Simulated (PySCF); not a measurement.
PySCF 2.14.0, TPSSH/def2-svp, df: F[SiH2][SiH2][GeH3], 11 atoms. The geometry is a generated start, not checked to be a minimum at this level.

| Item | Result |
|---|---|
| task | energy |
| method | tpssh |
| basis | def2-svp |
| two-electron scheme | density fitting |
| mol.max_memory | 3000 MB |
| mf.max_cycle | 100 |
| mf.init_guess | minao (default) |
| mf.DIIS | CDIIS (default) |
| mf.diis_space | 8 (default) |
| mf.conv_tol | 1e-09 (default) |
| mf.grids.level | 3 (default) |
| basis functions | 117 |
| grid points | 141920 |

```xyz
11

Si     1.8514     0.3251     0.5850
F      2.9042     0.7113    -0.5786
Si     0.1336    -0.8516    -0.4233
Ge    -1.9278     0.2384    -0.2015
H      1.4899     1.6285     1.1378
H      2.6750    -0.4052     1.5420
H     -0.0098    -2.1885     0.1736
H      0.3689    -1.0935    -1.8526
H     -1.8634     1.7391    -0.2200
H     -2.6571    -0.0410     1.0813
H     -2.9648    -0.0626    -1.2438
```

One run each on 2 threads, 1 BLAS thread. Values of level_shift (Hartree) tried: 0 (default), 0.1, 0.3, 1.

Problem. Predict the course of the Fock builds along this series.

Solution. Fewest Fock builds, within one of each other: 0 (default) with 12, 0.1 with 11. The count rises to 33 at 1. All converge to one solution.

```json
[
 {"level_shift (Hartree)": "0 (default)", "Fock builds": "12", "end": "same solution"},
 {"level_shift (Hartree)": "0.1", "Fock builds": "11", "end": "same solution"},
 {"level_shift (Hartree)": "0.3", "Fock builds": "15", "end": "same solution"},
 {"level_shift (Hartree)": "1", "Fock builds": "33", "end": "same solution"}
]
```
